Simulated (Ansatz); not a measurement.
**Convergence test for TiO (Pm-3m, 6 atoms in the cell)**

```xyz
6
Lattice="4.0867 0.0000 0.0000 0.0000 4.0867 0.0000 0.0000 0.0000 4.0867" Properties=species:S:1:pos:R:3 pbc="T T T"
Ti     2.0433     2.0433     0.0000
Ti     0.0000     2.0433     2.0433
Ti     2.0433     0.0000     2.0433
O      0.0000     2.0433     0.0000
O      2.0433     0.0000     0.0000
O      0.0000     0.0000     2.0433
```
Moments meant for the start (each program seeds them in its own way; μB, in the order of the atoms Ti Ti Ti O O O): 1.0 0.0 0.0 0.0 0.0 0.0.

Method: PBEsol, default PAW files made with PBE (plane waves; Ansatz, a program for electronic structure).

The starting cell comes from a database of computed structures (which also holds hypothetical and non-ambient phases and stackings), without a prior relaxation at this level. The starting moments vanished: the run ended non-magnetic. The program warned that a starting moment was not kept. In the base run, with a pressure of about -8 GPa the cell is away from its equilibrium volume at this level. Ansatz's pressure includes its estimate of the finite-basis (Pulay) stress.

Held fixed: kpoints.mp_grid.grid = 5 5 5; hamiltonian.xc = pbesol; hamiltonian.pseudopotentials = {kind: paw} (the program's default PAW files); magnetization.spin_polarized = true; scf.occupations.method = gaussian; scf.occupations.width = 0.1 eV.

ΔF is the free energy per atom less that of the last row (16).

| basis.ecutrho_ratio | ΔF (meV/atom) | pressure (GPa) | iterations |
|---|---|---|---|
| 2 | -2.0 | -7.76 | 17 |
| 3 | 0.07 | -8.18 | 16 |
| 4 | 0.00 | -8.17 | 16 |
| 5 | 0.00 | -8.17 | 16 |
| 6 | 0.00 | -8.17 | 16 |
| 8 | 0.00 | -8.17 | 16 |
| 10 | 0.00 | -8.17 | 16 |
| 12 | 0.00 | -8.17 | 16 |
| 16 | 0.00 | -8.17 | 16 |

Pressure within 0.05 GPa of the last row: from basis.ecutrho_ratio = 3 on; the one before it is off by 0.41 GPa. The value it settles on is -8.17 GPa at this level of theory and with the other settings as held.

Energy within 0.5 meV/atom of the last row: from basis.ecutrho_ratio = 3 on; the one before it is off by 2.0 meV/atom.

Keys are those of Ansatz 0.2.
